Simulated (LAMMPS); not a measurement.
MD of Ni (fcc) at zero pressure, 4000 atoms, as a liquid; each row is its own run.

All values are model results, not measurements: classical MD, pair style eam, the elements' _u3.eam files (universal-3 set of Foiles, Baskes and Daw), run in LAMMPS.

```csv
T (K),D(Ni) (cm²/s)
1560,2.42e-5
1730,3.59e-5
1900,5.11e-5
2420,9.81e-5
```

Q: Fit an Arrhenius law, ln y = a + b / x, to these rows (x is the first column, y the second) and predict the run at x = 2160.

A: Least squares gives a = -6.6726 and b = -6154. The slope times kB gives an activation energy of 0.53 eV. At x = 2160 the fit predicts 7.32e-5 cm²/s. The run itself gave (6.9 ± 0.1) × 10^-5 cm²/s, so the fit is 6.2 % high.

Caution (row 1560): this liquid lies under the melting point of about 1710 K that EAM-type universal-3 set of Foiles, Baskes and Daw gives, so it is undercooled.

Errors of D are the spread over four groups of atoms in one short run; a floor of about 5 %, a picked value, is safer.
